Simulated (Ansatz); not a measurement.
**SiCO4 (model structure, I-4, No. 82, 6 atoms in the cell)**

Level of theory: PBE (PAW; Ansatz, an electronic-structure program).

Settings: plane-wave cutoff 520 eV, 12×12×12 k mesh, Fermi–Dirac smearing 0.01 eV, scalar-relativistic PAW data made under PBE.

Cell (relaxed at this level):

```cif
data_C2O8Si2
_chemical_formula_sum 'Si2 C2 O8'
_space_group_name_H-M_alt 'I-4'
_space_group_IT_number 82
_space_group_name_Hall 'I -4'
_cell_length_a 4.43029
_cell_length_b 4.43029
_cell_length_c 6.59932
_cell_angle_alpha 90.000
_cell_angle_beta 90.000
_cell_angle_gamma 90.000
loop_
_atom_site_label
_atom_site_type_symbol
_atom_site_symmetry_multiplicity
_atom_site_Wyckoff_symbol
_atom_site_fract_x
_atom_site_fract_y
_atom_site_fract_z
_atom_site_occupancy
Si1 Si 2 a 0.00000 0.00000 0.00000 1
C1 C 2 c 0.00000 0.50000 0.25000 1
O1 O 8 g 0.14068 0.28103 0.13172 1
```
(The calculation used a cell of 6 atoms; values per cell refer to that cell.)

| Quantity | Result |
|---|---|
| band gap | 6.89 eV (on the SCF k mesh) |
| bulk modulus | 64.8 GPa |

Note: the bulk modulus is −V dP/dV from two relaxed cells at ±2 % in volume; the relaxation could raise the start's symmetry but not lower it, so the cell can be a saddle point.

The result took around 9 core-minutes (rough).

A model structure was made by putting elements into a prototype or built by hand; it is no filed structure, need not be a known phase, and can be a saddle point held by its symmetry.
